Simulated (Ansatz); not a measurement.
Take CsPbBr$_{3}$ in the cubic perovskite structure (space group Pm-3m, No. 221; a = 5.7702 Å) as the base. Axes: x, y, z lie along the cube axes.

Calculations: Ansatz (a first-principles code), LDA, PAW, cutoff 420 eV, without spin-orbit coupling.

Base values:

- Valley order = R along ⟨111⟩ 1.17 eV; Γ 2.42 eV

It is then changed as follows: the cell is stretched by 3.00 % along z with no lateral relaxation; the atoms relax in the strained cell.

Question: Estimate the effect on the stress and valley order.

Answer: The stress (xx, yy, zz, yz, xz, xy; compression positive) comes out as (-0.20, -0.20, -1.56, 0.00, 0.00, 0.00) GPa; the valley order (the lowest conduction-band minima on the path, energy above the VBM, named in the base's zone) becomes R along [111] 1.15 eV; Γ 2.56 eV (base: R along ⟨111⟩ 1.17 eV; Γ 2.42 eV).

With Pb present, leaving out spin-orbit coupling can change the band edges. The levels and masses belong to the bands next to the band gap. Stability against distortions was not tested. Many cubic perovskites are stable only at high temperature; tilts and polar distortions were not tested. This is not the structure that CsPbBr3 has at room temperature and ambient pressure.
